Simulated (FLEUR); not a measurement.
Worked example: self-consistent single point of Tc (Fm-3m, 1 atom in the cell) in FLEUR.

Method of the run: LDA (Perdew-Zunger), all-electron FLAPW (FLEUR), scalar-relativistic valence.

```xyz
1
Lattice="0.0000 1.9277 1.9277 1.9277 0.0000 1.9277 1.9277 1.9277 0.0000" Properties=species:S:1:pos:R:3 pbc="T T T"
Tc     0.0000     0.0000     0.0000
```

Reference input (self-consistent single point, DFT, LDA (Perdew-Zunger), all-electron FLAPW (FLEUR), scalar-relativistic valence): Kmax = 4.2 1/bohr; GmaxXC = 16.8 1/bohr; xcFunctional = pz; jspins = 1; l_soc = F; mode = hist; fermiSmearingEnergy = 0.00367493 Htr; mesh (inpgen div1-3) = 15 15 15; inpgen gamma flag = false; Gmax = 16.8 1/bohr; numbands = 0; maxIterBroyd = 25. This run's input differs from it in these lines:

```diff
@@ -52,3 +52,3 @@
          <mtSphere radius="2.40" gridPoints="829" logIncrement="0.015"/>
-         <atomicCutoffs lmax="10" lnonsphr="8"/>
+         <atomicCutoffs lmax="10" lnonsphr="4"/>
          <electronConfig flipSpins="F">
```

Log, with long lists cut:

```
 Iteration:     1   Distance:       9.34608740 me/bohr^3
 Iteration:     2   Distance:       8.39100631 me/bohr^3
 Iteration:     3   Distance:       2.96245932 me/bohr^3
 Iteration:     4   Distance:       0.91488224 me/bohr^3
 Iteration:     5   Distance:       0.76629749 me/bohr^3
   [... 4 lines left out ...]
 Iteration:    10   Distance:       0.00023952 me/bohr^3
 Iteration:    11   Distance:       0.00004310 me/bohr^3
 Iteration:    12   Distance:       0.00002528 me/bohr^3
 Iteration:    13   Distance:       0.00000088 me/bohr^3
 Run finished successfully
 Stop message:
   Structural relaxation: Done

[file out, last iteration]
             iter=     14
[...]
          total density-effective poten   -6.9864254091E+03
          total charge density-energy d   -1.2448549310E+02
 Updated energy parameters for spin:           1
[...]
 fermi energy and band-weighting factors:

[...]
FERMIE:
          first approx. to ef    (T=0)  :   0.597119 htr   (energy of the highest occ. eigenvalue)
          number of occ. states  (T=0)  :        901
          first approx. to seigv (T=0)  :  -5.203679 htr
          sum of weights of occ. states :   7.502815
          sum of semicore charge        :   0.000000 e
FERHIS:  Fermi-Energy by histogram:
          bandgap                     :   0.002072 htr
   [... lines left out ...]
          charge neutrality (T=0)     :   0.005630    (zero if the highest occ. eigenvalue is "entirely" occupied)
     EF_NEWTON:  Adjust Fermi-Energy by Newton-Method.
 Direct bandgap for spin            1 :    1.8356204486021710E-002  Htr
   [... lines left out ...]
 ---->    (input%tkb*entropy) TS=              0.0012045079 htr
 ---->    free energy=                     -4282.3796623805 htr
      extrapolation for T->0
 ---->    total electron energy=           -4282.3790601265 htr
 ***** TOTAL FORCES ON ATOMS *****
 TOTAL FORCE FOR ATOM TYPE=  1  X=  0.000   Y=  0.000   Z=  0.000
                       FX_TOT= 0.000000 FY_TOT= 0.000000 FZ_TOT= 0.000000
 Structural relaxation: Done
```

The run converged in 13 iterations. FLEUR gives forces in its relaxation mode, with a further iteration, so its stop message speaks of a relaxation. Against the reference run the free energy rises by 10.3 meV/atom.

The starting cell comes from a database of computed structures (which also holds hypothetical and non-ambient phases and stackings), without a prior relaxation at this level. Spin polarisation is off. Values depend on the basis (sphere radii, cutoffs, local orbitals), which need not be converged. The log's line on a gap gives a spacing of levels on this mesh, which the program prints for metals too.

Cost on one core of a shared machine: roughly 30 s.
